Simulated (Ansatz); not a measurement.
Results of PBEsol in Ansatz (plane waves, PAW) for CsCl-type NiAl.

Numerical settings: plane-wave cutoff 560 eV, 16×16×16 k mesh, Fermi–Dirac smearing 0.1 eV, perturbation theory, no spin polarisation, scalar-relativistic PAW data made under PBE.

The cell has the measured lattice parameters. Conventional cell: a = 2.8860 Å, b = 2.8860 Å, c = 2.8860 Å, α = 90.00°, β = 90.00°, γ = 90.00°.

Harmonic phonon frequencies (cm⁻¹; i marks an imaginary mode):

```csv
q point,frequencies
Γ,(withheld)
X,164 164 197 259 259 359
M,125 125 188 252 342 342
R,(withheld)
```

Complete the blanks.


- Γ, frequencies: 0 0 0 288 288 288
- R, frequencies: 159 159 159 329 329 329

No imaginary mode appears at these points.

Note: the cell isn't this level's own, so it is under some stress, which shifts stiffness and frequencies.

Ansatz is a program for electronic structure.
